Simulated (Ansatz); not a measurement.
The reference is PtSe$_{2}$ in the CdI2 type structure (space group P-3m1, No. 164; a = 3.7352 Å, c = 5.2073 Å; layered, stacked along the Cartesian z axis; relaxed with 0.1 eV smearing).

The values are results of r2SCAN+rVV10 (Ansatz, a quantum-chemistry and plane-wave program), spin-orbit coupling left out, not measurements.

For the base:

| Property | Result |
|---|---|
| Pressure | 0.0 GPa |
| Band gap | zero |

The change: an isotropic linear strain of +2.62 %; the atoms relax in the strained cell.

Q: What does the calculation give for the energy relative to the base after the change?

A: The energy grows by 26 meV/atom.

Q: What does the calculation give for the pressure after the change?

A: The pressure (mean of the normal stresses, compression positive) goes from zero to -4.6 GPa.

Q: Estimate the effect on the band gap.

A: The band gap remains zero.

Q: How does this affect the largest internal atomic displacement?

A: The largest internal atomic displacement is 0.075 Å.

Spin-orbit coupling, missing from the scalar runs, can matter with Pt. Whether these cells are dynamically stable was not tested. All final runs are without spin polarisation. The zero or small gap of PtSe2 can change with the level of theory.
